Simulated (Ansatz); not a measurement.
Reference: GaAs (F-43m), HSE06, rigid bands (plane waves, PAW, scalar-relativistic; Ansatz, a quantum-chemistry and plane-wave program); geometry: cell and atoms relaxed with PBEsol.

```cif
data_As4Ga4
_chemical_formula_sum 'Ga4 As4'
_space_group_name_H-M_alt 'F-43m'
_space_group_IT_number 216
_space_group_name_Hall 'F -4 2 3'
_cell_length_a 5.65911
_cell_length_b 5.65911
_cell_length_c 5.65911
_cell_angle_alpha 90.000
_cell_angle_beta 90.000
_cell_angle_gamma 90.000
loop_
_atom_site_label
_atom_site_type_symbol
_atom_site_symmetry_multiplicity
_atom_site_Wyckoff_symbol
_atom_site_fract_x
_atom_site_fract_y
_atom_site_fract_z
_atom_site_occupancy
Ga1 Ga 4 a 0.00000 0.00000 0.00000 1
As1 As 4 d 0.75000 0.75000 0.75000 1
```
(The calculation used a cell of 2 atoms; values per cell refer to that cell.)

- band gap = 1.40 eV
- electron conductivity mass = 0.070 mₑ
- Seebeck coefficient, n-type 1e19 cm⁻³ = -50 μV/K

Q: Replace As by P on the same sites and relax. What happens?

A: GaP (F-43m): volume per atom 22.7 to 20.1 Å³; band gap rises (1.40 eV to 2.25 eV); electron conductivity mass rises (0.070 mₑ to 0.34 mₑ); Seebeck coefficient, n-type 1e19 cm⁻³ rises in size (-50 μV/K to -329 μV/K).

Q: Replace Ga by In on the same sites and relax. What happens?

A: InAs (F-43m): volume per atom 22.7 to 28.2 Å³; band gap falls (1.40 eV to 0.42 eV); electron conductivity mass falls (0.070 mₑ to 0.031 mₑ); Seebeck coefficient, n-type 1e19 cm⁻³ falls in size (-50 μV/K to -31 μV/K).

Q: Replace Ga by Al on the same sites and relax. What happens?

A: AlAs (F-43m): volume per atom 22.7 to 22.8 Å³; band gap rises (1.40 eV to 2.09 eV); electron conductivity mass rises (0.070 mₑ to 0.32 mₑ); Seebeck coefficient, n-type 1e19 cm⁻³ rises in size (-50 μV/K to -260 μV/K).

Moves up to 5 % count as about the same. Masses are for dilute carriers at 300 K, harmonic means over directions unless an axis is named. Seebeck coefficients are for the stated density at 300 K, with one relaxation time for all states and whether or not that doping can be reached. Spin-orbit coupling is left out.
